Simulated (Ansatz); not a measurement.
Start from BP in the zinc blende structure (space group F-43m, No. 216; a = 4.537 Å). Axes: x, y, z lie along the cube axes.

The values are results of Ansatz (an electronic-structure program), r2SCAN, PAW, cutoff 500 eV, no spin-orbit coupling, not measurements.

The change: uniaxial strain ε_zz = −3.00 %, all other strain components held at zero; the atoms relax in the strained cell.

Q: Predict the stress tensor and what it implies for the stiffness.

A: Stress of the strained cell less that of the base (GPa, compression positive):
```
   2.57    0.00    0.00
   0.00    2.57    0.00
   0.00    0.00   11.20
```

Then −Δσ_ii/ε with ε = -0.0300 gives secant stiffness values (nonlinear terms included at this strain): C33 ≈ 373 GPa, C13 ≈ 86 GPa and C23 ≈ 86 GPa.

As a check, the harmonic strain energy −½ V₀ Δσ:ε is 12 meV/atom; the computed energy rise is 12 meV/atom.

No phonon test of stability was made.
